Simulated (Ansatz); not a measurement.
An Ansatz (a first-principles code) input for rock-salt LiF (0 0 1) on germanium (0 0 1) (film strained to the substrate, started from cuts of the bulks and a machine-learned relaxation; metallic at this level, with no gap by band count):

Ansatz 0.2 input:
```yaml
crystal:
  lattice:
    - [4.072903928, -0.000034026, 0.016590052]
    - [-0.000061288, 4.072867886, 0.023381521]
    - [0.807717223, -1.173827684, 32.370548764]
  atoms:
    - { symbol: Ge, position: [1.002329357, 0.077935406, 0.093274041] }
    - { symbol: Ge, position: [0.509920195, -0.198545327, 0.062724055] }
    - { symbol: Ge, position: [0.477780447, 0.586886281, 0.185119078] }
    - { symbol: Ge, position: [0.988472487, 0.575720009, 0.139885635] }
    - { symbol: Ge, position: [0.956774271, 0.110654515, 0.274147256] }
    - { symbol: Ge, position: [0.467101847, 0.096984705, 0.229499048] }
    - { symbol: Ge, position: [0.436103385, 0.634843292, 0.363106773] }
    - { symbol: Ge, position: [0.94639371, 0.621035311, 0.318447058] }
    - { symbol: Ge, position: [0.915533594, 0.15497747, 0.452703881] }
    - { symbol: Ge, position: [0.42584254, 0.144963138, 0.40743404] }
    - { symbol: Ge, position: [0.402810439, 0.942443936, 0.528094365] }
    - { symbol: Ge, position: [0.909241317, 0.651611428, 0.499568147] }
    - { symbol: F, position: [0.387311167, 0.400535861, 0.701784547] }
    - { symbol: F, position: [0.887303784, 0.900646189, 0.701776419] }
    - { symbol: F, position: [0.901703619, 0.38428849, 0.638509795] }
    - { symbol: F, position: [0.401551711, 0.883729997, 0.638593358] }
    - { symbol: F, position: [0.359423333, 0.430883439, 0.827071223] }
    - { symbol: F, position: [0.859354028, 0.930846814, 0.827096554] }
    - { symbol: F, position: [0.87343864, 0.415893192, 0.764328601] }
    - { symbol: F, position: [0.373375216, 0.915935633, 0.764407056] }
    - { symbol: F, position: [0.329826068, 0.459994583, 0.952691645] }
    - { symbol: F, position: [0.829649679, 0.960573577, 0.953169142] }
    - { symbol: F, position: [0.845003161, 0.445598125, 0.889670103] }
    - { symbol: F, position: [0.344984158, 0.945425252, 0.889622358] }
    - { symbol: Li, position: [0.887459937, 0.400445241, 0.701455955] }
    - { symbol: Li, position: [0.387189377, 0.900851906, 0.701565869] }
    - { symbol: Li, position: [0.401143712, 0.384803735, 0.640462288] }
    - { symbol: Li, position: [0.901195107, 0.885796751, 0.640548721] }
    - { symbol: Li, position: [0.859444669, 0.431025895, 0.82711732] }
    - { symbol: Li, position: [0.359447299, 0.930882783, 0.827060182] }
    - { symbol: Li, position: [0.373392407, 0.415969936, 0.764467894] }
    - { symbol: Li, position: [0.873393532, 0.915985055, 0.764459354] }
    - { symbol: Li, position: [0.830635411, 0.459634045, 0.951247392] }
    - { symbol: Li, position: [0.330104329, 0.960037374, 0.950785778] }
    - { symbol: Li, position: [0.34519223, 0.445778476, 0.890096182] }
    - { symbol: Li, position: [0.844829574, 0.945616784, 0.890076599] }
basis:
  ecutwfc: 420
  ecutrho_ratio: 4
  xc_grid: 2
kpoints:
  mp_grid: { grid: [6, 6, 1] }
hamiltonian:
  xc: pbe
  dispersion: none
  pseudopotentials: { kind: paw }
scf:
  n_extra_bands: 39
  occupations: { method: fermi_dirac, width: 0.05 }
output:
  forces: true
  stress: true
  eigenstates:
    kpoints:
      - [0, 0, 0]
      - [0.5, 0, 0]
      - [0, 0.5, 0]
      - [0.5, 0.5, 0]
    e_range: [-3.5, 3.5]
    localisation: true
relax:
  f_tol: 0.04
  max_steps: 70
  cell: { fix: [a, b, gamma], stress_tol: 0.3 }
```

Method: PBE (plane waves to 420 eV, PAW; Ansatz). No spin–orbit coupling; the runs are not spin-polarised. Its k-point mesh 6×6×1, Fermi–Dirac width 0.05 eV.

Problem. What does the end of the output print (band table and long remarks left out, numbers rounded to eight decimals)?

Solution. 
```
SCF converged after 6 iterations
Free energy (F): -63730.553813 eV
Harris-Foulkes:  -63730.553813 eV  (|F-HF|=4.80e-10)
Internal energy: -63730.536455 eV  (E = F + TS)
E sigma→0 (E₀):  -63730.545134 eV
Entropy (-TS):   -0.017358 eV (-0.482 meV/atom)
Fermi energy:    5.666743 eV
--- Per-component energies (eV) ---
  E_band       = -3534.900569
  E_kinetic    = 4083.764860
  E_local      = -43106.484295  (includes V_loc(G=0)·N_el)
  E_nonlocal   = 5492.094267
  E_hartree    = 18425.677403
  E_xc         = -2000.926188
  E_vxc        = -2177.432944  (∫ρ·V_xc dr)
  E_paw        = -26885.436292  (= ΣΔE_a)
  E_vpaw       = -4678.230671  (= ΣTr[D̂ρ^β])
  E_aug_tail   = 0.030412  (compensation charges beyond the density's cutoff)
  E_ewald      = -19739.256621
  E_smearing   = -0.017358  (= −TS)
  E_closure    = 0.000000  (closes the sum)
  Σ components = -63730.553813   (vs F -63730.553813, Δ=0.00e0)
--- Forces (eV/Å), atoms counted from 1 ---
  atom   1  Ge     0.00203204    -0.00792141     0.00329298
  atom   2  Ge     0.00279771     0.00697887    -0.00693844
  atom   3  Ge     0.00168025     0.00316163     0.00129701
  atom   4  Ge     0.00067908     0.00324567    -0.00507597
  atom   5  Ge     0.00269161     0.01152038    -0.00054262
  atom   6  Ge     0.00276118    -0.01074589     0.00010591
  atom   7  Ge     0.00168380     0.01511430    -0.00474250
  atom   8  Ge     0.00339916    -0.01583639    -0.00170975
  atom   9  Ge    -0.00017629     0.00954672     0.00013509
  atom  10  Ge     0.00530269    -0.01481460    -0.00977629
  atom  11  Ge    -0.00595387     0.01594995     0.01674207
  atom  12  Ge     0.00737087    -0.01481106     0.00015642
  atom  13  F     -0.00266699     0.00504781    -0.00576988
  atom  14  F     -0.00249539     0.00525855    -0.00071270
  atom  15  F      0.00029453     0.00972248    -0.01309963
  atom  16  F      0.00017232    -0.03003613    -0.01425256
  atom  17  F     -0.00078500     0.00057679    -0.00235630
  atom  18  F     -0.00115874     0.00059261    -0.00007976
  atom  19  F     -0.00160274     0.00199010    -0.00495296
  atom  20  F     -0.00157772     0.00338765    -0.00785969
  atom  21  F     -0.00003819    -0.00311947     0.00345789
  atom  22  F     -0.00045387     0.00215216     0.00496359
  atom  23  F     -0.00013856    -0.00143741    -0.01382460
  atom  24  F     -0.00012618    -0.00102248    -0.00729836
  atom  25  Li    -0.00132597    -0.00046736    -0.01032836
  atom  26  Li    -0.00233386     0.00588020     0.03058234
  atom  27  Li     0.00030901    -0.00071134     0.00151443
  atom  28  Li     0.00035443     0.00050683     0.00937409
  atom  29  Li    -0.00133803     0.00047220     0.00196310
  atom  30  Li    -0.00122961    -0.00019471     0.00420302
  atom  31  Li    -0.00154376     0.00136365     0.00146208
  atom  32  Li    -0.00145206     0.00073752     0.00457722
  atom  33  Li    -0.00195783     0.00005875     0.00203505
  atom  34  Li    -0.00058401    -0.00119923     0.00799824
  atom  35  Li    -0.00096127     0.00005059     0.00961162
  atom  36  Li    -0.00153711    -0.00086407     0.00644669
  max |Σ_I F_I| component: 5.98e-4 eV/Å
--- Stress (GPa, compression-positive) ---
       -1.352897       0.012024       0.020367
        0.012024      -0.517475       0.001031
        0.020367       0.001031      -0.090272
  P = ⅓ Tr σ = -0.6535 GPa (-6.535 kbar)
--- Relaxed structure (6 steps of the walk, 5 accepted, 1 SCFs on fresh bases) ---
  F+E_penalty+E_count = -63730.55381309 eV   max|allowed force component| = 3.057e-2 eV/Å   (the final SCF, on the basis selected at the relaxed cell)
  cell:  # Å, volume = 527.3395 Å³
    - [4.07254953, -8.26452379e-5, 0.05623106]
    - [0.00026744, 4.07291298, -0.01338897]
    - [1.12499000, -1.46281298, 31.81241359]
  atoms:
    - { symbol: Ge, position: [1.10292343, 0.08128733, 0.09629112] }
    - { symbol: Ge, position: [0.61643497, -0.20202577, 0.06535821] }
    - { symbol: Ge, position: [0.55036408, 0.60727483, 0.18998654] }
    - { symbol: Ge, position: [1.06844453, 0.58594398, 0.14391103] }
    - { symbol: Ge, position: [1.01589061, 0.14354140, 0.28081513] }
    - { symbol: Ge, position: [0.53343288, 0.12449746, 0.23527849] }
    - { symbol: Ge, position: [0.48044643, 0.68024577, 0.37159270] }
    - { symbol: Ge, position: [0.99802787, 0.66105024, 0.32604960] }
    - { symbol: Ge, position: [0.94455142, 0.21357833, 0.46274639] }
    - { symbol: Ge, position: [0.46193219, 0.19745234, 0.41680514] }
    - { symbol: Ge, position: [0.42782028, 1.01004325, 0.53988128] }
    - { symbol: Ge, position: [0.93770273, 0.71835752, 0.51030154] }
    - { symbol: F, position: [0.37462918, 0.36808573, 0.69622504] }
    - { symbol: F, position: [0.87459328, 0.86764831, 0.69622117] }
    - { symbol: F, position: [0.89836496, 0.34408199, 0.63282113] }
    - { symbol: F, position: [0.39907344, 0.84417724, 0.63063031] }
    - { symbol: F, position: [0.32497315, 0.41735729, 0.82409690] }
    - { symbol: F, position: [0.82496903, 0.91733175, 0.82409763] }
    - { symbol: F, position: [0.85004819, 0.39227918, 0.76014539] }
    - { symbol: F, position: [0.35006133, 0.89231105, 0.76008625] }
    - { symbol: F, position: [0.27391800, 0.46749660, 0.95215278] }
    - { symbol: F, position: [0.77365367, 0.96760656, 0.95275343] }
    - { symbol: F, position: [0.79957564, 0.44246761, 0.88802964] }
    - { symbol: F, position: [0.29956514, 0.94248743, 0.88792716] }
    - { symbol: Li, position: [0.87466564, 0.36782435, 0.69618912] }
    - { symbol: Li, position: [0.37462001, 0.86809590, 0.69622694] }
    - { symbol: Li, position: [0.39820347, 0.34701231, 0.63341066] }
    - { symbol: Li, position: [0.89781906, 0.84416797, 0.63384990] }
    - { symbol: Li, position: [0.82498457, 0.41741834, 0.82434566] }
    - { symbol: Li, position: [0.32497447, 0.91747621, 0.82428264] }
    - { symbol: Li, position: [0.35000926, 0.39250904, 0.76044770] }
    - { symbol: Li, position: [0.84998715, 0.89243513, 0.76043914] }
    - { symbol: Li, position: [0.77469814, 0.46680320, 0.95105239] }
    - { symbol: Li, position: [0.27443232, 0.96698092, 0.95046885] }
    - { symbol: Li, position: [0.29946264, 0.44273077, 0.88859392] }
    - { symbol: Li, position: [0.79940258, 0.94265775, 0.88855680] }
```

Cost: around 20 core-minutes (rough).
